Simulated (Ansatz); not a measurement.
## LiCl (model structure, F-43m, No. 216, 2 atoms in the cell)

Computed with r²SCAN+rVV10 (plane waves, PAW; Ansatz, a program for electronic structure).

Numerical settings: plane-wave cutoff 560 eV, 10×10×10 k mesh, Fermi–Dirac smearing 0.01 eV, scalar-relativistic PAW data made under PBE.

Cell (relaxed at this level):

LiCl has the cubic space group F-43m (No. 216), the zinc blende structure, Pearson symbol cF8. Conventional cell: a = b = c = 5.434 Å, α = β = γ = 90.00°. Li on 4a is surrounded by 4 Cl at 2.353 Å (tetrahedral). Cl on 4d has 4 Li at 2.353 Å (tetrahedral). (Neighbours: up to the widest gap in distance over summed covalent radii, below 1.35, at either atom; cation-cation and far metal-metal contacts left out.)
(The calculation used a cell of 2 atoms; values per cell refer to that cell.)

For LiCl (model structure, F-43m, No. 216, 2 atoms in the cell), the band gap comes out as 6.67 eV (on the SCF k mesh).

Note: the relaxation could raise the start's symmetry but not lower it, so the cell can be a saddle point.

Static lattice: no zero-point or thermal effects.

Cost on a shared machine: very roughly 22 core-seconds.

A model structure was made by putting elements into a prototype or built by hand; it is no filed structure, need not be a known phase, and can be a saddle point held by its symmetry.
